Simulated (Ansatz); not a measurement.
The structure below was relaxed with PBE in Ansatz (plane waves to 420 eV, PAW, spin-orbit coupling left out), at pressure 1.5 GPa.

Space group P6₃/mmc (No. 194); a = 3.2912 Å, b = 3.2912 Å, c = 5.1179 Å, α = 90.00°, β = 90.00°, γ = 120.00°

```csv
atom,site,symmetry,x,y,z
Sc,2d,-6m2,0.6667,0.3333,0.2500
```

Q: Write out a cell with all atoms.

A: 
```xyz
2
Lattice="3.2912 0.0000 0.0000 -1.6456 2.8503 0.0000 0.0000 0.0000 5.1179" Properties=species:S:1:pos:R:3 pbc="T T T"
Sc     0.0000     1.9002     3.8384
Sc     1.6456     0.9501     1.2795
```
This is the conventional cell.

Load acts through the strain it causes; cell and atoms are relaxed under it. Whether these cells are dynamically stable was not tested. All final runs are without spin polarisation. The cell was made from Sc in the hcp (Mg type) structure (space group P6_3/mmc, No. 194) by this change: pressure 1.5 GPa.

Ansatz is an electronic-structure program.
